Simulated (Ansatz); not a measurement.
What pressure 10 GPa does to hypothetical P4_32_12 C

The parent structure is C (space group P4_32_12, No. 96; a = 3.7826 Å, c = 4.6484 Å; a hypothetical phase, not in the database extracts checked).

One thing is altered: a hydrostatic pressure of 10 GPa.

All numbers come from PBEsol, PAW, 420 eV (Ansatz, an electronic-structure program; no SOC). Γ-centred 7×7×6 mesh, Fermi–Dirac width 0.05 eV.

The density grows by 0.08 g/cm³ (3.60 g/cm³ → 3.68 g/cm³) and the lattice parameter a drops by 0.0262 Å to 3.756 Å. The c/a ratio decreases by 0.003 to 1.226 and the shortest interatomic distance drops by 0.011 Å to 1.553 Å. The band gap grows by 0.03 eV (4.90 eV → 4.93 eV) (an upper bound: an edge found on the path is not a true extremum; both cells).

Final structure:

```
CELL_PARAMETERS angstrom
      3.75635     0.00000     0.00000
      0.00000     3.75635     0.00000
      0.00000     0.00000     4.60611
ATOMIC_POSITIONS crystal
  C  0.07588 0.07588 0.00000
  C  0.42412 0.57588 0.75000
  C  0.92412 0.92412 0.50000
  C  0.57588 0.42412 0.25000
  C  0.16662 0.37941 0.21840
  C  0.12059 0.66662 0.96840
  C  0.83338 0.62059 0.71840
  C  0.87941 0.33338 0.46840
  C  0.66662 0.12059 0.03160
  C  0.62059 0.83338 0.28160
  C  0.33338 0.87941 0.53160
  C  0.37941 0.16662 0.78160
```

Load acts through the strain it causes; cell and atoms are relaxed under it. No phonon test of stability was made. No other phases were tried under pressure.
